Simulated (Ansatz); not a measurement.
Input and output of a self-consistent single point for Nb3PbS6 (P6_3/mcm, 20 atoms in the cell) (Ansatz, a quantum-chemistry and plane-wave program).

Method of the run: LDA (PW92), default PAW files made with PBE (plane waves; Ansatz).

```yaml
crystal:
  lattice:
    - [5.86467, 0.00000, 0.00000]
    - [-2.93234, 5.07895, 0.00000]
    - [0.00000, 0.00000, 14.87637]
  atoms:
    - { symbol: Nb, position: [0.00000, 0.00000, 0.25000] }
    - { symbol: Nb, position: [0.00000, 0.00000, 0.75000] }
    - { symbol: Nb, position: [0.66667, 0.33333, 0.75000] }
    - { symbol: Nb, position: [0.33333, 0.66667, 0.25000] }
    - { symbol: Nb, position: [0.66667, 0.33333, 0.25000] }
    - { symbol: Nb, position: [0.33333, 0.66667, 0.75000] }
    - { symbol: Pb, position: [0.00000, 0.00000, 0.50000] }
    - { symbol: Pb, position: [0.00000, 0.00000, 0.00000] }
    - { symbol: S, position: [0.00000, 0.66398, 0.64566] }
    - { symbol: S, position: [0.00000, 0.33602, 0.35434] }
    - { symbol: S, position: [0.33602, 0.00000, 0.14566] }
    - { symbol: S, position: [0.66398, 0.00000, 0.85434] }
    - { symbol: S, position: [0.33602, 0.33602, 0.64566] }
    - { symbol: S, position: [0.66398, 0.66398, 0.35434] }
    - { symbol: S, position: [0.00000, 0.33602, 0.14566] }
    - { symbol: S, position: [0.00000, 0.66398, 0.85434] }
    - { symbol: S, position: [0.66398, 0.00000, 0.64566] }
    - { symbol: S, position: [0.33602, 0.00000, 0.35434] }
    - { symbol: S, position: [0.66398, 0.66398, 0.14566] }
    - { symbol: S, position: [0.33602, 0.33602, 0.85434] }
```

Reference input (self-consistent single point, DFT, LDA (PW92), plane waves, default PAW files made with PBE): basis.ecutwfc = 420 eV; kpoints.mp_grid.grid = 4 4 2; hamiltonian.xc = lda; hamiltonian.pseudopotentials = {kind: paw} (the program's default PAW files); scf.occupations.method = gaussian; scf.occupations.width = 0.05 eV. This run's input differs from it in these lines:

Ansatz 0.2 input:
```diff
@@ -30,3 +30,3 @@
 kpoints:
-  mp_grid: { grid: [4, 4, 2] }
+  mp_grid: { grid: [13, 13, 5] }
 hamiltonian:
```

Log, with long lists cut:

```
SCF iter   1: F=—  HF=-60317.397263 eV  |F-HF|=—  |Δ(HF+E_count)|=         —  Δρ=6.42e-3  dr2=1.25e-1  ethr=1.77e-3  ⟨swp⟩=6.1  Hψ=27237  notcnv=0
all-band conjugate gradients solve this SCF's bands
preconditioner: auto → LDOS
SCF iter   2: F=—  HF=-60317.389496 eV  |F-HF|=—  |Δ(HF+E_count)|=   7.77e-3  Δρ=1.75e-3  dr2=2.48e-2  ethr=7.02e-5  ⟨swp⟩=2.0  Hψ=11669  notcnv=0  defer=838
   [... lines left out ...]
SCF iter   4: F=—  HF=-60317.382253 eV  |F-HF|=—  |Δ(HF+E_count)|=   7.49e-4  Δρ=1.47e-4  dr2=1.32e-4  ethr=1.65e-6  ⟨swp⟩=2.0  Hψ=9417  notcnv=0  defer=838
SCF iter   5: F=—  HF=-60317.382223 eV  |F-HF|=—  |Δ(HF+E_count)|=   2.99e-5  Δρ=3.06e-5  dr2=4.56e-6  ethr=7.44e-8  ⟨swp⟩=2.0  Hψ=8915  notcnv=0  defer=838
SCF iter   6: F=—  HF=-60317.382032 eV  |F-HF|=—  |Δ(HF+E_count)|=   1.91e-4  Δρ=1.14e-5  dr2=5.04e-7  ethr=2.56e-9  ⟨swp⟩=2.0  Hψ=10794  notcnv=0  defer=464
SCF iter   7: F=-60317.382032 eV  HF=-60317.382032 eV  |F-HF|=4.18e-9  |Δ(HF+E_count)|=   1.17e-7  Δρ=4.21e-6  dr2=6.17e-8  ethr=5.62e-11  ⟨swp⟩=9.7  Hψ=31945  notcnv=0
SCF 1 converged in 7 iterations: F = -60317.382032 eV  dr2 = 6.17e-8
Free energy (F): -60317.382032 eV
Internal energy: -60317.374761 eV  (E = F + TS)
E sigma→0 (E₀):  -60317.378397 eV
Entropy (-TS):   -0.007271 eV (-0.364 meV/atom)
Fermi energy:    8.531524 eV
--- Forces (eV/Å), atoms counted from 1 ---
  atom   1  Nb    -0.00000000     0.00000000     0.00000000
  atom   2  Nb     0.00000000     0.00000000     0.00000000
  atom   3  Nb     0.00000000     0.00000000     0.00000000
  atom   4  Nb    -0.00000000    -0.00000000     0.00000000
  atom   5  Nb    -0.00000000     0.00000000     0.00000000
  atom   6  Nb     0.00000000     0.00000000     0.00000000
  atom   7  Pb    -0.00000000    -0.00000000     0.00000000
  atom   8  Pb    -0.00000000     0.00000000     0.00000000
   [... lines left out ...]
  atom  20  S     -0.03212510    -0.05564231    -0.49666754
--- Stress (GPa, compression-positive) ---
       -6.295605       0.000000      -0.000000
        0.000000      -6.295605      -0.000000
       -0.000000      -0.000000      -5.767481
  P = ⅓ Tr σ = -6.1196 GPa (-61.196 kbar)
  The stress holds the Pulay correction. Without it, at fixed plane waves, as pw.x and ABINIT print it: P = -6.1322 GPa
```

The run converged in 7 iterations. Against the reference run the free energy rises by 1.8 meV/atom, the pressure moves little (-6.14 to -6.12 GPa) and the largest force goes from 0.537 to 0.501 eV/Å.

The starting cell comes from a database of computed structures (which also holds hypothetical and non-ambient phases and stackings), without a prior relaxation at this level. Spin-orbit coupling is off. Spin polarisation is off. With a pressure of about -6 GPa the cell is away from its equilibrium volume at this level. Ansatz's pressure includes its estimate of the finite-basis (Pulay) stress.

Cost on one core of a shared machine: roughly 2 min.
